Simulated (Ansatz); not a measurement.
Take CuAu (space group P4/mmm, No. 123; a = 2.869 Å, c = 3.645 Å; relaxed with 0.1 eV smearing) as the base. Axes: x, y, z lie along a, b, c of the conventional cell.

All numbers come from plane-wave PAW DFT at the PBE level (Ansatz, a quantum-chemistry and plane-wave program, 420 eV), scalar-relativistic without spin-orbit coupling.

Modification: every lattice vector is shortened by 2.00 %, atoms relaxed at fixed cell.

Task: Predict the stress tensor and what it implies for the stiffness.

Result: Stress of the strained cell less that of the base (GPa, compression positive):
```
   10.1     0.0     0.0
    0.0    10.1     0.0
    0.0     0.0     9.9
```

Then B = −ΔP/(ΔV/V₀) with ΔV/V₀ = -0.0588 gives secant stiffness values (nonlinear terms included at this strain): B (at held cell shape, above the free-shape value) ≈ 171 GPa.

As a check, the harmonic strain energy −½ V₀ Δσ:ε is 28 meV/atom; the computed energy rise is 26 meV/atom.

No phonon test of stability was made. The final runs are not spin-polarised.
